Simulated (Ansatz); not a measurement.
Defect: Rh-vacancy pair (Rh on one host Mo site, one Mo site vacant) in bcc Mo, neutral cell. All values below come from PBE, PAW (plane waves to 420 eV; Ansatz, a program for electronic structure).

Cell of 36 host sites held at the relaxed PBE lattice; a 2×2×3 k-point mesh shifted by half a step; Fermi-Dirac width 0.10 eV, spin-restricted; finite-size errors left in. Energies are static. Forms of the defect that were not tried may lie lower.

Barriers: single points on a 3×3×5 k-point mesh shifted by half a step at the bands' geometries (they differ from the bands' own by up to 0.07 eV, and are uncertain by about as much).

Relaxed starting cell (atoms counted from 1):

```yaml
crystal:
  lattice:
    - [9.48245, 0.00000, 0.00000]
    - [0.00000, 9.48245, 0.00000]
    - [0.00000, 0.00000, 6.32164]
  atoms:
    - { symbol: Rh, position: [0.00266, 0.00341, 0.00843] }
    - { symbol: Mo, position: [0.99994, 0.00068, 0.49746] }
    - { symbol: Mo, position: [0.00079, 0.32831, 0.00393] }
    - { symbol: Mo, position: [0.99986, 0.33162, 0.49973] }
    - { symbol: Mo, position: [0.99993, 0.66889, 0.00107] }
    - { symbol: Mo, position: [0.99997, 0.66760, 0.50191] }
    - { symbol: Mo, position: [0.32757, 0.00154, 0.00393] }
    - { symbol: Mo, position: [0.33087, 0.00061, 0.49972] }
    - { symbol: Mo, position: [0.33141, 0.33216, 0.00069] }
    - { symbol: Mo, position: [0.33151, 0.33226, 0.49773] }
    - { symbol: Mo, position: [0.33225, 0.66708, 0.00158] }
    - { symbol: Mo, position: [0.33335, 0.66549, 0.50166] }
    - { symbol: Mo, position: [0.66815, 0.00068, 0.00107] }
    - { symbol: Mo, position: [0.66686, 0.00073, 0.50192] }
    - { symbol: Mo, position: [0.66633, 0.33300, 0.00159] }
    - { symbol: Mo, position: [0.66474, 0.33411, 0.50167] }
    - { symbol: Mo, position: [0.66602, 0.66677, 0.00360] }
    - { symbol: Mo, position: [0.66531, 0.66607, 0.50097] }
    - { symbol: Mo, position: [0.16790, 0.16864, 0.74626] }
    - { symbol: Mo, position: [0.16606, 0.49720, 0.25108] }
    - { symbol: Mo, position: [0.16591, 0.49878, 0.75147] }
    - { symbol: Mo, position: [0.16808, 0.83422, 0.25475] }
    - { symbol: Mo, position: [0.16813, 0.83406, 0.74948] }
    - { symbol: Mo, position: [0.49645, 0.16681, 0.25109] }
    - { symbol: Mo, position: [0.49804, 0.16666, 0.75147] }
    - { symbol: Mo, position: [0.49920, 0.49995, 0.25131] }
    - { symbol: Mo, position: [0.49847, 0.49922, 0.75123] }
    - { symbol: Mo, position: [0.49945, 0.83373, 0.25114] }
    - { symbol: Mo, position: [0.49841, 0.83513, 0.75222] }
    - { symbol: Mo, position: [0.83348, 0.16883, 0.25477] }
    - { symbol: Mo, position: [0.83331, 0.16888, 0.74949] }
    - { symbol: Mo, position: [0.83298, 0.50020, 0.25114] }
    - { symbol: Mo, position: [0.83438, 0.49916, 0.75222] }
    - { symbol: Mo, position: [0.83216, 0.83291, 0.25545] }
    - { symbol: Mo, position: [0.83480, 0.83554, 0.75079] }
```

End state 1 differs by these moves (Å; atoms that move under 0.08 Å are left out):

```
atom  element    Δx    Δy    Δz
----  -------  ----  ----  ----
1          Rh  1.52  1.52  1.49
```

Question: What is the computed forward and backward barriers to end state 1 (PBE, PAW)?

Answer: forward 0.71 eV, backward 0.71 eV; at the saddle point atom 1 has neighbours 4 Mo at 2.67, 2 Mo at 2.70, 6 Mo at 3.36 Å. The saddle point's order was not checked, and it lies on a symmetry element of the cell, where a band can be held.
